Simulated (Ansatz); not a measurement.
Input:

```
GaN
1.0
    0.02540     2.22769     2.22769
    2.22769     0.02540     2.22769
    2.25308     2.25308     0.00000
Ga N
1 1
Direct
  0.00176   0.00176   0.99824
  0.24824   0.24824   0.25176
```

No spin polarisation.

All numbers come from Ansatz (a program for electronic structure), LDA, PAW, cutoff 420 eV, no spin-orbit coupling. k-mesh 13×13×13 (Γ-centred); smearing 0.05 eV (Fermi–Dirac).

Task: Predict the pressure and valence-band top at Γ.

Result: Pressure (mean of the normal stresses, compression positive): 0.3 kbar
Valence-band top at Γ (three highest levels, from the VBM): 0.00, -0.08, -0.16 eV

The levels and masses belong to the bands next to the band gap. The cells carry an imposed strain or load. Whether these cells are dynamically stable was not tested. The cell was made from GaN in the zinc blende structure (space group F-43m, No. 216) by this change: tensor shear ε_xy = +1.14 %. This is not the structure that GaN has at room temperature and ambient pressure.
